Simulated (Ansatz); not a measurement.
The starting structures come from a database of crystals and need not be the phases stable at ambient conditions.

By PBEsol, the system below comes out a metal.

Without scattering a metal conducts by its projected Fermi surface.

Consider the following.

```
Al2Pt
1.0
    4.17076     0.00000     0.00000
   -2.08538     3.61198     0.00000
    2.08538     1.20399     3.40541
Al Pt
2 1
Direct
  0.50000   0.75000   0.75000
  0.50000   0.25000   0.25000
  0.00000   0.00000   0.00000
```

Space group of this cell: Fm-3m. The cell is taken as given.

The current flows along the normal of the first two printed cell vectors, the (111) plane of the conventional cell. No spin-orbit coupling; the value is a mean over 0.1 eV about the Fermi level.

**Question.** Compute, with PBEsol (Ansatz, an electronic-structure program), the ballistic conductance per area.

**Answer.** 0.94 × 10¹⁵ S/m² for both spins.
